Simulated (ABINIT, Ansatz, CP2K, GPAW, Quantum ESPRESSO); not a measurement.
## Ag3As (P6_3/mmc, 8 atoms in the cell) computed with different codes at matched settings

Self-consistent single point.

```
CELL_PARAMETERS angstrom
      5.94004     0.00000     0.00000
     -2.97002     5.14423     0.00000
      0.00000     0.00000     4.80041
ATOMIC_POSITIONS crystal
  Ag 0.33321 0.16661 0.75000
  Ag 0.66679 0.83339 0.25000
  Ag 0.16661 0.33321 0.25000
  Ag 0.83339 0.66679 0.75000
  Ag 0.83339 0.16661 0.75000
  Ag 0.16661 0.83339 0.25000
  As 0.66667 0.33333 0.25000
  As 0.33333 0.66667 0.75000
```

All programs got the same cell, k-point mesh and kind of occupations (in Ansatz's words: kpoints.mp_grid.grid = 4 4 4; scf.occupations.method = fermi_dirac; scf.occupations.width = 0.1 eV); potentials, basis and cutoffs are each program's usual ones.

```
code                                                                                             model  pressure (GPa)  largest force (eV/Å)  k-points       cutoff
----------------  ------------------------------------------------------------------------------------  --------------  --------------------  --------  -----------
GPAW                                     LDA (Perdew-Wang 92), GPAW PAW datasets LDA (gpaw-data 1.0.1)           -9.95                 0.100        12       600 eV
Quantum ESPRESSO                                   LDA (PZ), GBRV 1.5 ultrasoft (LDA) pseudopotentials          -11.17                 0.100        12        40 Ry
Ansatz                                                             LDA (PW92), PAW files made with PBE          -10.12                 0.097        12      default
CP2K              LDA (Pade form), GPW, DZVP-MOLOPT-SR-GTH basis, GTH-PADE potentials (GTH_POTENTIALS)           -8.85                 0.084        36  grid 500 Ry
ABINIT                 LDA (PW92), norm-conserving pseudopotentials (PseudoDojo nc-sr-04 LDA standard)          -10.13                 0.098        12        43 Ha
```

No clean gap comes from GPAW, Quantum ESPRESSO, Ansatz (a program for electronic structure), CP2K and ABINIT: levels at the Fermi energy touch, overlap or are partly filled at this smearing.

The spread over the programs that give each value: pressure within 2.32 GPa; largest force within 0.016 eV/Å.

The starting cell comes from a database of computed structures (which also holds hypothetical and non-ambient phases and stackings), without a prior relaxation at this level. On Ansatz's run: In the base run, with a pressure of about -10 GPa the cell is away from its equilibrium volume at this level. The run gives no clean gap (levels at the Fermi energy touch, overlap or are partly filled at this smearing), which alone does not show that the compound is a metal.

Q: Why do the programs differ, and what cannot be compared?

A: Differences of this kind can come from the potentials, where these differ, and from what each basis and cutoff leave unconverged. The valence holds different numbers of electrons (GPAW 112, Quantum ESPRESSO 124, Ansatz 144, CP2K 76, ABINIT 144). The zero of total energies and Fermi levels follows the potentials and each program's conventions, so they are not compared here. CP2K uses small atom-centred bases, whose incompleteness enters pressures, forces and empty levels differently from a plane-wave cutoff. Ansatz's pressure is given at a fixed set of plane waves, as the other plane-wave codes print theirs; with its correction for the finite basis it is -10.08 GPa. The same LDA comes in different parametrisations, which differ slightly. The programs reduce the same mesh by symmetry to different extents, which changes the work and not the result. In the pressure, Quantum ESPRESSO (by 1.05) and CP2K (by 1.28) lie more than 1 GPa from the median of the plane-wave programs.

Left out of this page: Elk and FLEUR (not drawn, or without a comparable value).

Keys are those of Ansatz 0.2.
